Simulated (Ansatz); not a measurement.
Checking a run of Ansatz (a program for electronic structure) on NaHfMg6 (P1, 8 atoms in the cell). The aim is a self-consistent single point with DFT, PBEsol, plane waves, default PAW files made with PBE.

Cell that was meant: a = 5.1792 Å, b = 6.4542 Å, c = 6.4542 Å, α = 60.04°, β = 90.00°, γ = 90.00°.

Part of the input:

Ansatz 0.2 input:
```yaml
scf:
  occupations:
    method: gaussian
    width: 1.0
output:
  forces: true
  eigenvalues: true
```

The program printed (abridged):

```
WARN basis.ecutwfc = 420 eV, the default
WARN ansatz: RAYON_NUM_THREADS=1 ignored (pool sized by the plan → 1); use --threads N
   [... lines left out ...]
PAW frozen core: Hf, regenerated for the run's functional, and the local potential with it
Initial density: superposition of atomic densities (neutral atoms: chi_scale 0, normalization atom), corrected by the library's trained network
Initial wavefunctions: pseudopotential atomic-orbital guess
Eigensolver: davidson
Functional: x = pbesol(κ = 0.804, μ = 0.12345679012345678), c = pbesol(β = 0.046)
SCF iter   1: F=—  HF=-28545.828292 eV  |F-HF|=—  |Δ(HF+E_count)|=         —  Δρ=3.81e-3  dr2=4.77e-2  ethr=1.77e-3  ⟨swp⟩=9.0  Hψ=11973  notcnv=0
all-band conjugate gradients solve this SCF's bands
preconditioner: auto → Kerker (q_TF=auto, 2.437 Å⁻¹)
SCF iter   2: F=—  HF=-28545.817734 eV  |F-HF|=—  |Δ(HF+E_count)|=   1.06e-2  Δρ=1.79e-3  dr2=1.03e-2  ethr=5.02e-5  ⟨swp⟩=1.4  Hψ=3207  notcnv=0
   [... lines left out ...]
SCF iter   7: F=—  HF=-28545.814805 eV  |F-HF|=—  |Δ(HF+E_count)|=   4.31e-5  Δρ=1.72e-5  dr2=1.48e-6  ethr=1.02e-8  ⟨swp⟩=2.0  Hψ=4414  notcnv=0
SCF iter   8: F=—  HF=-28545.814805 eV  |F-HF|=—  |Δ(HF+E_count)|=   4.99e-7  Δρ=6.18e-6  dr2=1.63e-7  ethr=1.56e-9  ⟨swp⟩=2.0  Hψ=4392  notcnv=0
SCF iter   9: F=-28545.814805 eV  HF=-28545.814805 eV  |F-HF|=2.69e-8  |Δ(HF+E_count)|=   4.29e-8  Δρ=2.30e-6  dr2=2.39e-8  ethr=1.05e-10  ⟨swp⟩=9.2  Hψ=10197  notcnv=0
SCF 1 converged in 9 iterations: F = -28545.814805 eV  dr2 = 2.39e-8
Free energy (F): -28545.814805 eV
Internal energy: -28543.350153 eV  (E = F + TS)
E sigma→0 (E₀):  -28544.582479 eV
Entropy (-TS):   -2.464652 eV (-308.082 meV/atom)
Fermi energy:    6.788480 eV
--- Forces (eV/Å), atoms counted from 1 ---
  atom   1  Na    -0.05203540    -0.23760205     0.13337214
  atom   2  Mg    -0.06874268     0.10518684     0.14675579
  atom   3  Mg     0.14172028     0.01343552    -0.26281978
  atom   4  Mg     0.01664261     0.15757013     0.02426943
  atom   5  Mg     0.14318364    -0.01604399     0.05639415
  atom   6  Mg    -0.04710873     0.09641695    -0.12160817
  atom   7  Mg    -0.07656101     0.04656864    -0.00046661
  atom   8  Hf    -0.05709949    -0.16554345     0.02413512
--- Stress (GPa, compression-positive) ---
        0.540128       0.077434       0.002776
        0.077434       0.070116      -0.073438
        0.002776      -0.073438      -0.565829
  P = ⅓ Tr σ = 0.0148 GPa (0.148 kbar)
  The stress holds the Pulay correction. Without it, at fixed plane waves, as pw.x and ABINIT print it: P = 0.0091 GPa
```

Q: Is anything amiss in this input, and did it matter?

A: The run is not sound. The fault is a smearing width that is far too large. A width of many tenths of an electronvolt moves electrons far across the Fermi level or the gap, and the free energy and its derivatives carry a large smearing term. To fix it, use a width small against the gap or band features. The run converged in 9 iterations without an error; against the sound input the free energy drops by 160 meV/atom, the pressure goes from -0.70 to 0.01 GPa and the largest force hardly changes (0.304 to 0.299 eV/Å).

The sound input it was made from differs as follows (other fixes are possible):
```diff
-    width: 1.0
+    width: 0.1
```

With that input, the run converged in 8 iterations: free energy E − TS (on the zero of these files) -28544.5379 eV; Fermi level (on the code's own zero) 6.79 eV; pressure -0.70 GPa; largest force (vector length) 0.304 eV/Å (DFT, PBEsol, plane waves, default PAW files made with PBE).

On the sound input: the starting cell comes from a database of computed structures (which also holds hypothetical and non-ambient phases and stackings), without a prior relaxation at this level. Its atoms were displaced at random from the sites of space group no. 38. Ansatz's pressure includes its estimate of the finite-basis (Pulay) stress.
